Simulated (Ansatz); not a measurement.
Tunnelling through a barrier is set by its complex band structure: the current falls as exp(−2κd) with the smallest κ.

Consider the following.

```xyz
2
Lattice="3.0787 0.0000 0.0000 0.0000 3.0787 0.0000 1.5394 1.5394 2.1770" Properties=species:S:1:pos:R:3 pbc="T T T"
Si     3.0787     1.5394     1.0885
C      0.0000     0.0000     0.0000
```

The cell is taken as given.

Transport runs along the normal of the first two printed cell vectors, the (001) plane of the conventional cell.

The gap is the functional's own. No spin-orbit coupling. Mid-gap values are those at the computed energy nearest the middle.

### Question
State the band gap and the smallest decay constant κ at mid-gap according to r2SCAN (Ansatz, an electronic-structure program).

### Answer
Gap 1.71 eV on a 14×14×14 mesh; κ = 0.211 1/Å, at (0.500, 0.500) of the in-plane reciprocal vectors. At the zone centre the slowest state has κ = 0.26 1/Å.
